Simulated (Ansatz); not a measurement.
Take CdSe in the zinc blende structure (space group F-43m, No. 216; a = 6.133 Å) as the base.

Modification: Zn takes the place of Cd on all its sites; the structure is relaxed again.

Levels (all Ansatz, a quantum-chemistry and plane-wave program, PAW): r2SCAN (500 eV, spin-orbit coupling left out); HSE06+SOC (420 eV, noncollinear with spin-orbit coupling).

The geometry is relaxed with r2SCAN.

* **r2SCAN lowest conduction level above the VBM at special points**: Γ 1.87 eV; L 3.05 eV; X 3.34 eV
* **r2SCAN valence-band top at Γ**: 0.00, 0.00, 0.00 eV

Q: How does going to HSE06+SOC change the lowest conduction level above the VBM at special points and valence-band top at Γ?

A: The lowest conduction level above the VBM at special points changes from Γ 1.87 eV; L 3.05 eV; X 3.34 eV to Γ 2.28 eV; L 3.51 eV; X 3.70 eV; the valence-band top at Γ (three highest Kramers pairs, from the VBM) changes from 0.00, 0.00, 0.00 eV to 0.00, 0.00, -0.43 eV. The threefold valence maximum splits by Δso ≈ 0.43 eV.

Single points use the geometry relaxed with r2SCAN. Differences between runs with and without spin-orbit coupling are approximate. The levels and masses belong to the bands next to the band gap. No phonon test of stability was made.
